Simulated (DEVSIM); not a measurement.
System: Pt/La2O3/p-InP capacitor, at 400 K.

```csv
layer (left to right),material,thickness (nm),Na (cm⁻³)
1,La2O3,6.20,-
2,InP,2800,5.1e16
```

Metal gate on the left, work function 5.6 eV. Fixed charge at the semiconductor interface 2.8e10 cm⁻² (in units of +e); no interface traps.

This is a model device: material constants are rounded textbook-type values typed into the input, and sizes, dopings and lifetimes were drawn at random. Values at 300 K; Nc and Nv go as T^1.5, mobilities as T to minus their exponent, the gap by Varshni's rule with the affinity fixed.

```
parameter         La2O3       InP
----------------  -----  --------
gap (eV)            5.8     1.344
affinity (eV)       1.8      4.38
permittivity         27      12.5
Nc (cm⁻³)             -    5.7e17
Nv (cm⁻³)             -    1.1e19
Varshni α (eV/K)      -  0.000363
Varshni β (K)         -       162
```

Model (solved in DEVSIM): 1D Poisson equation in equilibrium, Boltzmann statistics, complete ionisation; no quantum confinement or tunnelling. Metal contacts follow the ideal Schottky-Mott rule: no Fermi-level pinning, no interface dipoles.

The La2O3 thickness was swept, all else fixed.

| La2O3 thickness (μm) | capacitance of the dielectric stack (μF/cm²) | threshold voltage (band bending 2φF) (V) |
|---|---|---|
| 0.0025 | 9.56 | 1.14 |
| 0.0034 | 7.03 | 1.14 |
| 0.0043 | 5.56 | 1.15 |
| 0.0053 | 4.51 | 1.15 |
| 0.0062 | 3.86 | 1.16 |
| 0.0074 | 3.23 | 1.16 |

From the first row to the last the capacitance of the dielectric stack goes from 9.56 to 3.23. From the first row to the last the threshold voltage (band bending 2φF) goes from 1.14 to 1.16.
